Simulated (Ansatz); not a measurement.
# A constructed model of the (110) surface of bcc W, p(2x2) layer of Pb, one a cell, on the site that continues the host's stacking (bottom of the slab: a bare face, its two planes held)

Level of theory: PBE (plane waves to 420 eV, PAW; Ansatz, a program for electronic structure).

Model: 25-atom slab, 14.0 Å thick at the start with caps and adatoms, 7x7x1 mesh, Fermi-Dirac 0.1 eV, dipole correction, 8 atoms held, the rest relaxed; symmetry of the start imposed; no spin, no spin-orbit, no U. It is one candidate, not shown to be the stable structure of the face.

```
Quantity                                        Result
-----------------------------  -----------------------
work function of the top face                  4.29 eV
energy released by relaxation                  0.50 eV
cost                           roughly 25 core-minutes
```
